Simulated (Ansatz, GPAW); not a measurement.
A GPAW input for a self-consistent single point of CaC2 (I4/mmm, 3 atoms in the cell) (DFT LDA (Perdew-Wang 92), plane waves, GPAW PAW datasets LDA (gpaw-data 1.0.1)):

```python
from ase import Atoms
from ase.units import GPa
from gpaw import GPAW, PW

atoms = Atoms(['Ca', 'C', 'C'],
              cell=[[-1.895614, 1.895614, 3.138068],
                    [1.895614, -1.895614, 3.138068],
                    [1.895614, 1.895614, -3.138068]],
              positions=[[0.000000, 0.000000, 0.000000],
                         [0.000000, -0.000000, 3.752439],
                         [-0.000000, 0.000000, 2.523697]],
              pbc=True)

calc = GPAW(mode=PW(950),
            xc='LDA',
            kpts={'size': (12, 12, 12), 'gamma': True},
            occupations={'name': 'fixed-uniform'},
            nbands=-6,
            convergence={'bands': -4},
            symmetry={'symmorphic': False, 'tolerance': 0.0005},
            maxiter=120)

atoms.calc = calc

energy = atoms.get_potential_energy()
print('Energy (eV):', round(energy, 6))
forces = atoms.get_forces()
print('Forces (eV/Ang):')
print(forces.round(5))
stress = atoms.get_stress()
print('Stress (GPa, Voigt):', (stress / GPa).round(4))
```

**Question.** Translate this input to Ansatz (a first-principles code).

**Answer.** One input that does it (others would too):

Ansatz 0.2 input:
```yaml
# CaC2
crystal:
  lattice:
    - [-1.895614, 1.895614, 3.138068]
    - [1.895614, -1.895614, 3.138068]
    - [1.895614, 1.895614, -3.138068]
  atoms:
    - { symbol: Ca, position: [0.000000, 0.000000, 0.000000] }
    - { symbol: C, position: [0.597890, 0.597890, 0.000000] }
    - { symbol: C, position: [0.402110, 0.402110, 0.000000] }
basis:
  ecutwfc: 420.0
kpoints:
  mp_grid: { grid: [12, 12, 12] }
hamiltonian:
  xc: lda
  pseudopotentials: { kind: paw }
scf:
  occupations: { method: fixed }
output:
  forces: true
  eigenvalues: true
  stress: true
```

Basis, cutoffs, solver keys and any potentials are the target program's own. This input uses DFT, LDA (PW92), plane waves, default PAW files made with PBE. LDA parametrisations can differ slightly between programs.

The starting cell comes from a database of computed structures (which also holds hypothetical and non-ambient phases and stackings), without a prior relaxation at this level. For this run, on top of that: lattice scaled by 0.98.
